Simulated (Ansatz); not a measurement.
The reference is HgTe in the zinc blende structure (space group F-43m, No. 216).

```
CELL_PARAMETERS angstrom
      0.00000     3.21750     3.21750
      3.21750     0.00000     3.21750
      3.21750     3.21750     0.00000
ATOMIC_POSITIONS crystal
  Hg 0.00000 0.00000 0.00000
  Te 0.25000 0.25000 0.25000
```

The values are results of plane-wave PAW DFT at the LDA level (Ansatz, an electronic-structure program, 420 eV), no spin-orbit coupling, not measurements.

Strains are applied to the cell and any free atomic positions relax.

One change was made to it. Results:

The pressure goes from zero to -2.9 GPa; the energy increases by 25 meV/atom.

Q: Which of these changes matches the shifts?
A) isotropic strain −2.50 %
B) isotropic strain +2.50 %
C) isotropic strain −1.50 %
D) isotropic strain +0.50 %
E) isotropic strain +3.00 %

A: B, isotropic strain +2.50 %. For comparison, the energy relative to the base in the other runs: isotropic strain −2.50 % gives +31 meV/atom; isotropic strain −1.50 % gives +11 meV/atom; isotropic strain +3.00 % gives +35 meV/atom; isotropic strain +0.50 % gives +1.1 meV/atom.

A case with no gap was solved on a k-mesh chosen for an insulator, which is coarse for it. Whether these cells are dynamically stable was not tested. All final runs are without spin polarisation.
